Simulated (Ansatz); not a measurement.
We consider 1T (CdI2-type) MnI2, described by PBEsol (plane waves, PAW; Ansatz, a program for electronic structure).

Run with plane-wave cutoff 520 eV, 12×12×6 k mesh (along the axes of the cell as run), Fermi–Dirac smearing 0.01 eV, spin-polarised with parallel moments, scalar-relativistic PAW data made under PBE.

Energies at three volumes about the minimum:

| V (Å³/atom) | E − E_lowest (meV/atom) |
|---|---|
| 32.268 | 0.43 |
| 32.926 | 0.00 |
| 33.585 | 0.32 |

Problem. Fit a parabola by hand: where is the minimum, and what is the bulk modulus?

Solution. Slopes: (0.00 − 0.43)/(32.926 − 32.268) = -0.653 and (0.32 − 0.00)/(33.585 − 32.926) = 0.486 meV/Å³. Curvature E″ = 2 × (0.486 − (-0.653))/(33.585 − 32.268) = 1.730 meV/Å⁶. From the middle of the first interval, the slope vanishes at V0 = 32.5970 − (-0.653)/1.730 = 32.974 Å³/atom. B = V0 E″ = 32.974 × 1.730 meV/Å³ × 0.1602 GPa per meV/Å³ = 9.14 GPa. The full Birch–Murnaghan fit to all volumes gives V0 = 32.930 Å³/atom and B0 = 9.0 GPa.

Shape and atoms are relaxed at each volume.

Measured, for comparison: equilibrium volume per atom 34.07 Å³/atom (temperature not stated, no zero-point or thermal correction, from a published cell, temperature and pressure not stated; as tabulated in Crystal Structures 1, 239 (1963)). Computed less measured: equilibrium volume per atom -3.3 %.

Note: the magnetic order was assumed, not searched for or taken from measurement; the cell comes from a level without a dispersion term, which matters for the spacing of layers, chains or molecules; the cell has widely spaced layers and the level no dispersion term, so their spacing and the moduli can rest on weak binding.
